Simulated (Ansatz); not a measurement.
System: O vacancy in crystalline InGaZnO4 (ordered Ga and Zn layers) (charge state +2). Calculation: PBE, PAW (plane waves to 420 eV; Ansatz, a first-principles code).

189-site cell at the relaxed PBE lattice, one k-point at (0.167, 0.250, 0.250), smearing 0.01 eV, spin-restricted, no finite-size correction. Energies are static. The charge state is imposed; whether it is stable for some Fermi level was not computed. Forms of the defect that were not tried may lie lower. The start lies 1.13 eV above the lowest site run (PBE).

Barriers: single points on a 2×2×2 k-point mesh shifted by half a step along c at the bands' geometries.

Relaxed starting cell (atoms counted from 1):

```xyz
188
Lattice="10.0680 0.0000 0.0000 -5.0340 8.7191 0.0000 0.0000 0.0000 26.1112" Properties=species:S:1:pos:R:3 pbc="T T T"
In     0.0012     0.0034     0.0040
In    -1.6682     2.9226     0.0658
In    -3.3384     5.8145     0.0685
In     3.3663    -0.0117     0.0684
In     1.6723     2.9225     0.0662
In     0.0020     5.8144     0.0505
In     6.7053    -0.0119     0.0651
In     5.0361     2.9078     0.0560
In     3.3425     5.8150     0.0709
Ga     1.8798     1.0895     3.1153
Ga     0.0018     3.8968     3.1263
Ga    -1.6626     6.7761     3.1272
Ga     5.0349     0.9878     3.1348
Ga     3.3709     3.8699     3.1333
Ga     1.6625     6.7742     3.1270
Ga     8.1884     1.0892     3.1140
Ga     6.6997     3.8712     3.1343
Ga     5.0330     6.5514     3.1156
Zn     0.0031     0.0018     5.7812
Zn    -1.6675     2.9261     5.7136
Zn    -3.3329     5.8086     5.7168
Zn     3.3720    -0.0152     5.7159
Zn     1.6766     2.9321     5.7147
Zn     0.0020     5.8134     5.7136
Zn     6.7027    -0.0171     5.7135
Zn     5.0397     2.9043     5.7498
Zn     3.3382     5.8070     5.7161
O      1.5892     0.9169     4.9763
O      0.0036     3.8684     5.1029
O     -1.6831     6.7860     5.1029
O      5.0355     0.9798     5.1324
O      3.3716     3.8695     5.1315
O      1.6874     6.7834     5.1030
O      8.4816     0.9181     4.9771
O      6.7047     3.8717     5.1318
O      5.0339     6.8867     4.9774
O     -1.7031     2.9632     3.1527
O     -3.3247     5.7688     3.1486
O      3.4144     0.0005     3.1477
O      1.7057     2.9629     3.1536
O     -0.0010     5.8168     3.1499
O      6.6539    -0.0011     3.1525
O      5.0353     2.9099     3.1449
O      3.3232     5.7661     3.1486
O      1.5782     0.9155     1.2764
O      0.0018     3.8709     1.1692
O     -1.6825     6.7873     1.1681
O      5.0367     0.9807     1.1526
O      3.3636     3.8723     1.1534
O      1.6833     6.7883     1.1689
O      8.4894     0.9157     1.2749
O      6.7070     3.8730     1.1534
O      5.0329     6.9001     1.2765
O      0.0019    -0.0009     7.7004
O     -1.6748     2.8870     7.6717
O     -3.3698     5.8227     7.6738
O      3.3415     0.0081     7.6735
O      1.6801     2.8860     7.6720
O      0.0024     5.8118     7.6806
O      6.7312     0.0078     7.6719
O      5.0365     2.9064     7.7107
O      3.3744     5.8219     7.6733
In     1.6823     0.9713     8.8114
In     0.0012     3.8735     8.7791
In    -1.6788     6.7834     8.7793
In     5.0354     0.9701     8.7853
In     3.3576     3.8758     8.7867
In     1.6812     6.7835     8.7790
In     8.3879     0.9715     8.8105
In     6.7132     3.8759     8.7858
In     5.0351     6.7785     8.8119
Ga    -0.0003     1.9425    11.8510
Ga    -1.6781     4.8470    11.8440
Ga    -3.3547     7.7524    11.8514
Ga     3.3559     1.9407    11.8495
Ga     1.6774     4.8470    11.8438
Ga    -0.0003     7.7532    11.8440
Ga     6.7116     1.9406    11.8492
Ga     5.0337     4.8465    11.8496
Ga     3.3540     7.7523    11.8511
Zn     1.6807     0.9683    14.4235
Zn     0.0027     3.8768    14.4235
Zn    -1.6732     6.7796    14.4235
Zn     5.0368     0.9662    14.4214
Zn     3.3571     3.8752    14.4215
Zn     1.6786     6.7795    14.4233
Zn     8.3926     0.9681    14.4231
Zn     6.7164     3.8749    14.4211
Zn     5.0368     6.7805    14.4232
O      0.0022     1.9392    13.8354
O     -1.6749     4.8446    13.8336
O     -3.3527     7.7498    13.8355
O      3.3577     1.9374    13.8354
O      1.6791     4.8445    13.8332
O      0.0022     7.7493    13.8336
O      6.7144     1.9373    13.8354
O      5.0360     4.8443    13.8354
O      3.3568     7.7495    13.8354
O      1.6762     0.9718    11.8294
O     -0.0009     3.8814    11.8263
O     -1.6763     6.7837    11.8268
O      5.0332     0.9705    11.8331
O      3.3535     3.8795    11.8328
O      1.6747     6.7837    11.8264
O      8.3903     0.9717    11.8296
O      6.7130     3.8794    11.8334
O      5.0333     6.7861    11.8297
O      0.0005     1.9440     9.8467
O     -1.6801     4.8441     9.8333
O     -3.3521     7.7502     9.8473
O      3.3571     1.9400     9.8485
O      1.6808     4.8441     9.8331
O      0.0006     7.7554     9.8330
O      6.7121     1.9398     9.8485
O      5.0346     4.8448     9.8490
O      3.3527     7.7500     9.8470
O      1.6806     0.9686    16.4174
O      0.0028     3.8751    16.4187
O     -1.6752     6.7814    16.4187
O      5.0367     0.9679    16.4170
O      3.3582     3.8754    16.4170
O      1.6807     6.7812    16.4186
O      8.3927     0.9687    16.4172
O      6.7152     3.8751    16.4169
O      5.0369     6.7815    16.4172
In     0.0017     1.9384    17.4878
In    -1.6770     4.8449    17.4887
In    -3.3548     7.7518    17.4881
In     3.3585     1.9393    17.4872
In     1.6804     4.8450    17.4891
In     0.0017     7.7523    17.4889
In     6.7128     1.9392    17.4872
In     5.0357     4.8443    17.4871
In     3.3580     7.7518    17.4873
Ga     0.0001     0.0035    20.5495
Ga    -1.6792     2.9101    20.5493
Ga    -3.3566     5.8150    20.5496
Ga     3.3566     0.0044    20.5495
Ga     1.6798     2.9102    20.5495
Ga     0.0005     5.8162    20.5478
Ga     6.7114     0.0045    20.5493
Ga     5.0342     2.9097    20.5558
Ga     3.3572     5.8149    20.5493
Zn     0.0030     1.9420    23.0886
Zn    -1.6730     4.8458    23.0931
Zn    -3.3507     7.7488    23.0907
Zn     3.3521     1.9338    23.1036
Zn     1.6794     4.8459    23.0948
Zn     0.0023     7.7480    23.0931
Zn     6.7214     1.9342    23.1031
Zn     5.0368     4.8515    23.1044
Zn     3.3558     7.7485    23.0888
O      0.0026     0.0010    22.5795
O     -1.6759     2.9068    22.5717
O     -3.3547     5.8139    22.5727
O      3.3572     0.0010    22.5722
O      1.6811     2.9072    22.5723
O      0.0031     5.8132    22.5624
O      6.7146     0.0012    22.5720
O      5.0362     2.9071    22.5989
O      3.3596     5.8133    22.5722
O     -0.0001     1.9411    20.6044
O     -1.6800     4.8474    20.5997
O     -3.3573     7.7546    20.6036
O      3.3593     1.9436    20.6075
O      1.6797     4.8472    20.5988
O     -0.0005     7.7563    20.5994
O      6.7081     1.9437    20.6073
O      5.0340     4.8435    20.6074
O      3.3564     7.7547    20.6048
O      0.0005     0.0025    18.5831
O     -1.6776     2.9071    18.5831
O     -3.3569     5.8154    18.5831
O      3.3555     0.0036    18.5831
O      1.6794     2.9069    18.5831
O      0.0009     5.8151    18.5821
O      6.7144     0.0034    18.5832
O      5.0348     2.9086    18.5839
O      3.3591     5.8159    18.5831
O      0.0032     1.9379    25.1383
O     -1.6718     4.8468    25.1212
O     -3.3560     7.7522    25.1408
O      3.3222     1.9163    25.1539
O      1.6779     4.8476    25.1222
O      0.0023     7.7468    25.1211
O      6.7524     1.9169    25.1529
O      5.0366     4.8861    25.1553
O      3.3605     7.7511    25.1397
```
Cell charge +2.

End state 1 differs by these moves (Å; atoms that move under 0.08 Å are left out):

```tsv
atom	element	Δx	Δy	Δz
1	In	-0.11	-0.07	-0.05
4	In	0.11	-0.05	-0.11
5	In	0.01	0.12	-0.11
10	Ga	-0.20	-0.12	0.40
16	Ga	0.23	-0.12	0.00
18	Ga	0.02	0.25	-0.01
19	Zn	-0.06	-0.04	0.05
22	Zn	0.05	-0.02	0.12
23	Zn	0.00	0.04	0.12
28	O	0.09	0.05	0.39
34	O	-0.05	0.03	0.10
36	O	0.00	-0.06	0.10
37	O	0.03	-0.06	-0.05
39	O	-0.18	0.07	-0.18
40	O	-0.03	-0.19	-0.18
45	O	-1.46	-0.84	1.70
51	O	-0.08	0.04	-0.15
53	O	-0.01	-0.09	-0.15
57	O	0.02	-0.01	0.09
58	O	0.00	0.03	0.09
180	O	0.08	-0.05	0.05
182	O	0.00	0.09	0.05
184	O	0.00	0.06	-0.07
185	O	0.05	-0.03	-0.06
188	O	-0.05	-0.03	-0.08
```

**Question.** What forward and backward barriers to end state 1 does PBE, PAW give?

**Answer.** forward 0.50 eV, backward 1.50 eV; at the saddle point atom 45 has neighbours Ga at 1.78; In at 2.12 Å. The saddle point's order was not checked.
